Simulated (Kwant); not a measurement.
System: six-terminal Hall bar in a InAs two-dimensional gas. Effective mass 0.023 mₑ, grid spacing 7.7 nm, hard walls, nominal width 200 nm (25 grid rows, so walls 200.2 nm apart), one parabolic valley, scattering region 520 nm long along x; energies count from the band bottom; Fermi energy 0.0177 eV. Four side probes 100 nm wide, two on each edge; current runs along x; the sign of the Hall resistance is a convention. Perpendicular field swept from 0.29304 to 5.9781 T, also in the leads; orbital effect alone.

The device is made up for the run: typed textbook-type constants, with dimensions and the other settings drawn at random.

Model: effective-mass tight-binding model on a square grid, one spin, coherent transport at 0 K (Kwant). Resistances are in h/e².

Problem. How many Landau levels lie under the Fermi energy, and what Hall resistance follows, at 17.7 meV and 2.99 T; 17.7 meV and 3.47 T; 17.7 meV and 3.95 T; 17.7 meV and 4.92 T?

Solution. ħωc = ħeB/m = 5.03 meV a tesla; levels lie at (n + ½)ħωc. E/ħωc = 1.18 gives 1 level and h/(1e²) = 1.000; simulated 1.000. E/ħωc = 1.01 gives 1 level and h/(1e²) = 1.000; simulated 1.000. E/ħωc = 0.89 gives 1 level and h/(1e²) = 1.000; simulated 1.000. E/ħωc = 0.72 gives 1 level and h/(1e²) = 1.000; simulated 1.000.
